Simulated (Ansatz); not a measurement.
## BSiCN (model structure, started from the AlSiCN type, R3m, No. 160, 4 atoms in the cell): band gap by level of theory

No measured value is used here.

| level (code) | value (eV) | cell (Å³/atom) |
|---|---|---|
| LDA (Ansatz) | 0.17 (indirect) | 7.88 |
| PBE (Ansatz) | 0.29 (indirect) | 8.19 |
| PBEsol (Ansatz) | 0.14 (indirect) | 8.05 |
| r²SCAN (Ansatz) | 0.64 (indirect) | 8.10 |
| HSE06 (Ansatz) | 1.16 (indirect) | 8.05 |

Computed values are for a static lattice.  Values are at the level's own relaxed cell; HSE06 at the PBEsol cell. Cutoffs and k meshes differ between the levels. Ansatz's density-functional and Hartree–Fock values are scalar-relativistic unless marked +SOC, with PAW data made under PBE.

A model structure was made by putting elements into a prototype or built by hand; it is no filed structure, need not be a known phase, and can be a saddle point held by its symmetry.

Ansatz is a first-principles code.
